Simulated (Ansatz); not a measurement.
hcp Mg (1 1 0) on tetragonal HfO2 (1 1 0) (film strained to the substrate, started from cuts of the bulks and a machine-learned relaxation; slabs Hf12O20 and Mg12, which can lie off the formulas)

A periodic stack without vacuum, hcp Mg (1 1 0) on tetragonal HfO2 (1 1 0) (film strained to the substrate, started from cuts of the bulks and a machine-learned relaxation; slabs Hf12O20 and Mg12, which can lie off the formulas): substrate slab Hf12O20, film Mg12, surface cells [[0, -1], [1, 0]] and [[1, 0], [0, 1]], film strained by -5.0 and -1.6 %, outermost planes Hf/Hf and Mg/Mg as cut, which need not be the usual terminations and can put a slab off its formula.

The start was prepared with a machine-learned potential, and the result is one local minimum, with the in-plane cell held and forces under 0.04 eV/Å; the film can end far from its bulk form.

These are PBE (plane waves to 420 eV, PAW; Ansatz, a quantum-chemistry and plane-wave program) values and carry that method's errors. No spin–orbit coupling; the runs are not spin-polarised; PBE gaps are too small against experiment. Its k-point mesh 5×5×1, Fermi–Dirac width 0.05 eV.

```
Quantity                                                                                   Result
--------------------------------------------------------------------------------  ---------------
interface area                                                                            26.9 Å²
period                                                                                    24.70 Å
heights between the nearest atoms of the two slabs at the two interfaces          1.94 and 2.09 Å
Hf–Mg contacts across the interfaces within 1.22 times the sum of covalent radii  20, mean 3.35 Å
```

```xyz
44
Lattice="5.0964 -0.0022 -0.1243 -0.0025 5.2579 -0.3260 0.6389 -3.8042 24.9711" Properties=species:S:1:pos:R:3 pbc="T T T"
Hf     1.2631     1.5536     0.9559
Hf     3.7607    -1.0659     1.0614
Hf     3.7983     1.9828     3.3602
Hf     1.3750    -0.6397     3.5911
O     -0.2856     2.6104     1.7574
O      0.2378    -0.0070     1.9460
O      2.3458     3.1889     1.9729
O      2.7226     0.5616     2.1414
Hf     1.4555     1.8286     6.0024
Hf     3.8513    -0.8029     6.1049
O      2.4554     3.0773     4.5927
O      2.7802     0.4493     4.7542
O      4.8442     3.7760     4.0561
O      5.4606     1.1520     4.2145
Hf     3.9168     2.3195     8.4678
Hf     1.5150    -0.3080     8.6902
O      4.9019     2.7683     6.6540
O      5.5378     0.1378     6.8008
O      2.5057     3.5102     7.1432
O      2.8601     0.8807     7.3020
Hf     1.6368     2.0667    11.1285
Hf     3.9245    -0.5651    11.2349
O      2.5443     3.4508     9.7143
O      2.9487     0.8215     9.8719
O      4.9550     4.1038     9.1340
O      5.6100     1.4744     9.2827
Hf     4.2330     2.2042    13.3724
Hf     1.4432    -0.4120    13.6024
O      5.3561     3.4263    11.8524
O      5.3446     0.7975    12.0187
O      2.8341    -1.7978    12.5529
O      2.7901     0.8331    12.4010
Mg     1.6229    -2.7433    15.6881
Mg     4.1546    -0.4767    15.4848
Mg     1.6545     0.0729    17.0720
Mg     4.2011     2.1673    16.8811
Mg     1.6986    -2.4120    18.9332
Mg     4.2483    -0.3868    18.7473
Mg     1.7508     0.3416    20.4262
Mg     4.2776     2.3342    20.2408
Mg     1.7647    -2.1864    22.2768
Mg     4.3505    -0.1763    22.0883
Mg     1.8403     0.4678    23.6611
Mg     4.3286     2.6236    23.4573
```
